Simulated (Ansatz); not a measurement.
The reference is TiAl (space group P4/mmm, No. 123; a = 2.797 Å, c = 4.032 Å).

Computed with PBEsol (Ansatz, an electronic-structure program, PAW, no SOC), earlier PAW set.

Before the change:

The volume per atom comes out as 15.77 Å³.

Perturbation: Si takes the place of Al on all its sites, then cell and atoms are relaxed.

### Question
Predict the new volume per atom.

### Answer
The volume per atom drops by 1.71 Å³ to 14.06 Å³.

Stability against distortions was not tested. As relaxed here, TiSi is a hypothetical phase, not in the database extracts checked. All final runs are without spin polarisation.
